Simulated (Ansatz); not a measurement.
# A self-consistent single point of Zn₂SeS (Pmm2, 4 atoms in the cell) with Ansatz

Computed with PBEsol, default PAW files made with PBE (plane waves; Ansatz, a quantum-chemistry and plane-wave program).

The input file:

Ansatz 0.2 input:
```yaml
# Zn2SeS
crystal:
  lattice:
    - [3.92101800, 0.00000000, 0.00000000]
    - [0.00000000, 3.92101800, 0.00000000]
    - [0.00000000, 0.00000000, 5.53868600]
  atoms:
    - { symbol: Zn, position: [0.50000000, 0.00000000, 0.77208700] }
    - { symbol: Zn, position: [0.00000000, 0.50000000, 0.23694000] }
    - { symbol: Se, position: [0.00000000, 0.00000000, 0.50000000] }
    - { symbol: S, position: [0.50000000, 0.50000000, 0.00000000] }
basis:
  ecutwfc: 420.0 eV
kpoints:
  mp_grid: { grid: [6, 6, 5] }
hamiltonian:
  xc: pbesol
  pseudopotentials: { kind: paw }
scf:
  occupations: { method: fixed }
output:
  forces: true
  eigenvalues: true
  stress: true
```

Log, with long lists cut:

```
WARN ansatz: RAYON_NUM_THREADS=1 ignored (pool sized by the plan → 1); use --threads N
Pseudopotentials: kind: paw
Pseudopotential: Zn, paw, valence charge 12
Pseudopotential: Se, paw, valence charge 16
Pseudopotential: S, paw, valence charge 6
Crystal: 4 atoms, lattice volume = 85.154 Å³
Basis set: ecut = 420 eV, 1675 PW (Γ), exchange–correlation on 54×54×80 points (8 copies of the dense FFT grid, shifted against one another)
Bands: 28, of which v1, the nominal top of the filled ones, is band 23 counted from 1 (22 counted from 0)
Symmetry: 4 space group operations
Space group: Pmm2 (ITA 25), of the structure as read, at distance tolerance 4.4e-5 Å
k-points: 48 of 180 (time reversal used)
PAW frozen core: Zn, regenerated for the run's functional, and the local potential with it
PAW frozen core: Se, regenerated for the run's functional, and the local potential with it
PAW frozen core: S, regenerated for the run's functional, and the local potential with it
Initial density: superposition of atomic densities (neutral atoms: chi_scale 0, normalization atom), corrected by the library's trained network
Initial wavefunctions: pseudopotential atomic-orbital guess
Eigensolver: davidson
Functional: x = pbesol(κ = 0.804, μ = 0.12345679012345678), c = pbesol(β = 0.046)
SCF iter   1: F=—  HF=-12873.838693 eV  |F-HF|=—  |Δ(HF+E_count)|=         —  Δρ=4.72e-3  dr2=2.23e-2  ethr=1.77e-3  ⟨swp⟩=4.9  Hψ=5413  notcnv=0  defer=140
all-band conjugate gradients solve this SCF's bands
preconditioner: auto → Resta (q_TF=auto, 2.462 Å⁻¹)
SCF iter   2: F=—  HF=-12873.832395 eV  |F-HF|=—  |Δ(HF+E_count)|=   6.30e-3  Δρ=1.70e-3  dr2=4.55e-3  ethr=4.85e-5  ⟨swp⟩=2.0  Hψ=2566  notcnv=0  defer=144
SCF iter   3: F=—  HF=-12873.831598 eV  |F-HF|=—  |Δ(HF+E_count)|=   7.98e-4  Δρ=1.31e-3  dr2=1.08e-3  ethr=9.89e-6  ⟨swp⟩=2.0  Hψ=2231  notcnv=0  defer=144
SCF iter   4: F=—  HF=-12873.831254 eV  |F-HF|=—  |Δ(HF+E_count)|=   3.44e-4  Δρ=3.84e-4  dr2=1.48e-4  ethr=2.34e-6  ⟨swp⟩=2.0  Hψ=2160  notcnv=0  defer=144
SCF iter   5: F=—  HF=-12873.831316 eV  |F-HF|=—  |Δ(HF+E_count)|=   6.22e-5  Δρ=1.03e-4  dr2=1.40e-5  ethr=3.21e-7  ⟨swp⟩=2.3  Hψ=2164  notcnv=0  defer=100
SCF iter   6: F=—  HF=-12873.831295 eV  |F-HF|=—  |Δ(HF+E_count)|=   2.09e-5  Δρ=4.13e-5  dr2=1.47e-6  ethr=3.04e-8  ⟨swp⟩=2.0  Hψ=2400  notcnv=0  defer=48
SCF iter   7: F=—  HF=-12873.831297 eV  |F-HF|=—  |Δ(HF+E_count)|=   1.79e-6  Δρ=1.43e-5  dr2=1.58e-7  ethr=3.19e-9  ⟨swp⟩=2.0  Hψ=2400  notcnv=0  defer=48
SCF iter   8: F=-12873.831297 eV  HF=-12873.831297 eV  |F-HF|=1.22e-7  |Δ(HF+E_count)|=   1.02e-7  Δρ=1.23e-5  dr2=8.05e-8  ethr=2.17e-10  ⟨swp⟩=9.7  Hψ=7289  notcnv=0
SCF 1 converged in 8 iterations: F = -12873.831297 eV  dr2 = 8.05e-8
SCF converged after 8 iterations
Free energy (F): -12873.831297 eV
Harris-Foulkes:  -12873.831297 eV  (|F-HF|=1.22e-7)
Internal energy: -12873.831297 eV  (E = F + TS)
E sigma→0 (E₀):  -12873.831297 eV
Fermi energy:    6.260961 eV
--- Per-component energies (eV) ---
  E_band       = -385.494307
  E_kinetic    = 487.683732
  E_local      = -6585.708243  (includes V_loc(G=0)·N_el)
  E_nonlocal   = 666.896163
  E_hartree    = 2957.983853
  E_xc         = -470.451582
  E_vxc        = -290.063765  (∫ρ·V_xc dr)
  E_paw        = -6034.371331  (= ΣΔE_a)
  E_vpaw       = -580.273671  (= ΣTr[D̂ρ^β])
  E_aug_tail   = -0.001253  (compensation charges beyond the density's cutoff)
  E_ewald      = -3898.527745
  E_core_change = 2.665110  (= ΣΔE_core)
  E_smearing   = -0.000000  (= −TS)
  E_closure    = 0.000000  (closes the sum)
  Σ components = -12873.831297   (vs F -12873.831297, Δ=0.00e0)
--- Forces (eV/Å), atoms counted from 1 ---
  atom   1  Zn     0.00000000     0.00000000    -0.36855268
  atom   2  Zn     0.00000000     0.00000000     0.10163313
  atom   3  Se     0.00000000     0.00000000     0.13627979
  atom   4  S      0.00000000     0.00000000     0.13062692
  max |Σ_I F_I| component: 1.29e-5 eV/Å
--- Stress (GPa, compression-positive) ---
       -2.206100       0.000000       0.000000
        0.000000      -1.290917       0.000000
        0.000000       0.000000      -1.859691
  P = ⅓ Tr σ = -1.7856 GPa (-17.856 kbar)
  The stress holds the Pulay correction. Without it, at fixed plane waves, as pw.x and ABINIT print it: P = -1.8405 GPa
--- Band table (eV; the first three rows and the last of 48) ---
  k-point 0: bands = ["-40.4703", "-40.4690", "-40.4659", "-40.4526", "-40.4486", "-7.0387", "-5.8720", "-0.3672", "-0.3373", "-0.3006", "-0.2371", "-0.0151", "0.0139", "0.1198", "0.1239", "0.1876", "0.3257", "1.4886", "3.8597", "3.8868", "6.1523", [...]
  k-point 1: bands = ["-40.4703", "-40.4690", "-40.4659", "-40.4526", "-40.4486", "-6.9464", "-5.9998", "-0.3736", "-0.3194", "-0.2816", "-0.2499", "-0.0466", "-0.0189", "0.1116", "0.1246", "0.1828", "0.2055", "1.9239", "4.0135", "4.0424", "5.2496", [...]
  k-point 2: bands = ["-40.4703", "-40.4690", "-40.4659", "-40.4526", "-40.4486", "-6.7013", "-6.3013", "-0.3848", "-0.2783", "-0.2767", "-0.2363", "-0.1090", "-0.0861", "0.0755", "0.1251", "0.1348", "0.1726", "2.8562", "3.9993", "4.3744", "4.4083", [...]
  k-point 47: bands = ["-40.4704", "-40.4688", "-40.4660", "-40.4520", "-40.4488", "-5.9837", "-5.7575", "-0.2269", "-0.2179", "-0.0814", "-0.0265", "0.0463", "0.0573", "0.1210", "0.1281", "0.4433", "0.4618", "1.4716", "1.4872", "3.3257", "3.4658", [...]
```

The run converged in 8 iterations.

The starting cell comes from a database of computed structures (which also holds hypothetical and non-ambient phases and stackings), without a prior relaxation at this level. Its lattice was rescaled by up to half a per cent. One atom was moved a little off its site on purpose. Ansatz's pressure includes its estimate of the finite-basis (Pulay) stress.
